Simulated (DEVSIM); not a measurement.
System: abrupt Si n-p junction, at 400 K.

| layer (left to right) | material | thickness (μm) | Nd (cm⁻³) | Na (cm⁻³) | τn (s) | τp (s) |
|---|---|---|---|---|---|---|
| 1 | Si | 0.270 | 1e16 | - | 5.4e-5 | 5.4e-5 |
| 2 | Si | 20.0 | - | 3.4e14 | 5.4e-5 | 5.4e-5 |

Left contact: ohmic. Right contact: ohmic. Voltage is applied to the left contact. Recombination: SRH at mid-gap, radiative. Mobility is μmin + (μ − μmin)/(1 + (N/Nref)^α).

This is a model device: material constants are rounded textbook-type values typed into the input, and sizes, dopings and lifetimes were drawn at random. Values at 300 K; Nc and Nv go as T^1.5, mobilities as T to minus their exponent, the gap by Varshni's rule with the affinity fixed.

| parameter | Si |
|---|---|
| gap (eV) | 1.124 |
| affinity (eV) | 4.05 |
| permittivity | 11.7 |
| Nc (cm⁻³) | 2.86e19 |
| Nv (cm⁻³) | 3.1e19 |
| μn (cm²/Vs) | 1417 |
| μp (cm²/Vs) | 470 |
| μn,min | 52 |
| μp,min | 45 |
| Nref,n | 9.7e16 |
| Nref,p | 2.2e17 |
| αn | 0.68 |
| αp | 0.72 |
| T exponent of μn | 2.3 |
| T exponent of μp | 2.2 |
| B (cm³/s) | 4.7e-15 |
| Varshni α (eV/K) | 0.000473 |
| Varshni β (K) | 636 |

Model (solved in DEVSIM): 1D drift-diffusion, Boltzmann statistics, complete ionisation; no tunnelling, impact ionisation, image-force lowering or self-heating.

The temperature was swept, all else fixed.

```json
[
 {"temperature (K)": "250", "dark forward voltage at 100 A/cm² (V)": "1.093", "dark forward voltage at 1 A/cm² (V)": "0.656", "potential step across the device at zero bias (V)": "0.730", "largest field in the device at zero bias (V/cm)": "8900"},
 {"temperature (K)": "300", "dark forward voltage at 100 A/cm² (V)": "1.129", "dark forward voltage at 1 A/cm² (V)": "0.544", "potential step across the device at zero bias (V)": "0.623", "largest field in the device at zero bias (V/cm)": "8500"},
 {"temperature (K)": "350", "dark forward voltage at 100 A/cm² (V)": "[?]", "dark forward voltage at 1 A/cm² (V)": "[?]", "potential step across the device at zero bias (V)": "0.512", "largest field in the device at zero bias (V/cm)": "8200"},
 {"temperature (K)": "400", "dark forward voltage at 100 A/cm² (V)": "1.257", "dark forward voltage at 1 A/cm² (V)": "0.315", "potential step across the device at zero bias (V)": "0.399", "largest field in the device at zero bias (V/cm)": "7900"},
 {"temperature (K)": "450", "dark forward voltage at 100 A/cm² (V)": "1.349", "dark forward voltage at 1 A/cm² (V)": "0.199", "potential step across the device at zero bias (V)": "0.283", "largest field in the device at zero bias (V/cm)": "7600"},
 {"temperature (K)": "500", "dark forward voltage at 100 A/cm² (V)": "1.390", "dark forward voltage at 1 A/cm² (V)": "0.089", "potential step across the device at zero bias (V)": "0.180", "largest field in the device at zero bias (V/cm)": "7300"}
]
```

Problem. Complete the blanks.

Solution. 
- 350, dark forward voltage at 100 A/cm² (V): 1.183
- 350, dark forward voltage at 1 A/cm² (V): 0.431
